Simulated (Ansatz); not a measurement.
## A computed series for Ag: response to strain

The reference is Ag in the fcc (Cu type) structure (space group Fm-3m, No. 225; relaxed with 0.1 eV smearing).

```xyz
1
Lattice="0.0000 2.0523 2.0523 2.0523 0.0000 2.0523 2.0523 2.0523 0.0000" Properties=species:S:1:pos:R:3 pbc="T T T"
Ag     0.0000     0.0000     0.0000
```

Cartesian axes are those of the cell as printed.

Strains are applied to the cell and any free atomic positions relax; under biaxial strain the out-of-plane vector relaxes too.

Method: Kohn–Sham DFT with the r2SCAN functional, run in Ansatz (a first-principles code) with PAW and 500 eV plane waves, no SOC, earlier PAW set.

Candidates:
(a) biaxial strain −1.80 %, plane normal [001], relaxed out of plane
(b) isotropic strain −0.58 %
(c) tensor shear ε_yz = +2.87 %
(d) strain tensor (xx, yy, zz, yz, xz, xy) = (−1.77, +2.03, −1.58, +0.42, −0.42, −0.99) %

Notes on the quantities. energy relative to the base: free energy F.

**Question.** Order them by energy relative to the base, highest first.

**Answer.** (c) tensor shear ε_yz = +2.87 % (+8.2 meV/atom), (d) strain tensor (xx, yy, zz, yz, xz, xy) = (−1.77, +2.03, −1.58, +0.42, −0.42, −0.99) % (+4.2 meV/atom), (a) biaxial strain −1.80 %, plane normal [001], relaxed out of plane (+3.3 meV/atom), (b) isotropic strain −0.58 % (+1.7 meV/atom)

Whether these cells are dynamically stable was not tested.
